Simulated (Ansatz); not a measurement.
The structure below was relaxed with r2SCAN/PAW in Ansatz (a program for electronic structure), spin-orbit coupling left out.

Space group Im-3m (No. 229); a = b = c = 3.1506 Å, α = β = γ = 90.00°

```tsv
atom	site	symmetry	x	y	z
Mo	2a	m-3m	0.0000	0.0000	0.0000
```

Question: Write out a cell with all atoms.

Answer: 
```
Mo
1.0
    3.15061     0.00000     0.00000
    0.00000     3.15061     0.00000
    0.00000     0.00000     3.15061
Mo
2
Direct
  0.00000   0.00000   0.00000
  0.50000   0.50000   0.50000
```
This is the conventional cell.

Whether these cells are dynamically stable was not tested. The final runs are not spin-polarised. The cell was made from Nb by this change: Nb → Mo.
